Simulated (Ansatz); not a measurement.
Seebeck coefficient (μV/K, mean over directions) of n-type YN (Fm-3m) against carrier density, r2SCAN with spin-orbit coupling, rigid bands run with Ansatz (a quantum-chemistry and plane-wave program). Computed gap 0.56 eV; densities at which minority carriers matter at this gap, or further valleys turn the trend, are left out. Conductivity mass 0.23 mₑ (harmonic mean over directions), N_c = 1.3e19 cm⁻³ at 300 K.

```tsv
electron density	300 K	500 K
1e18 cm⁻³	(withheld)	-503
3e18 cm⁻³	-342	-409
1e19 cm⁻³	-243	(withheld)
3e19 cm⁻³	-159	(withheld)
1e20 cm⁻³	-86	-132
3e20 cm⁻³	-45	-74
1e21 cm⁻³	-22	-37
```

**Question.** Some entries are withheld; supply them.

**Answer.** 
- 1e18 cm⁻³, 300 K: -435
- 1e19 cm⁻³, 500 K: -307
- 3e19 cm⁻³, 500 K: -218

Rigid bands with a gap fixed in temperature, one relaxation time for all states, no polarons or phonon drag, and whether or not such doping can be reached.
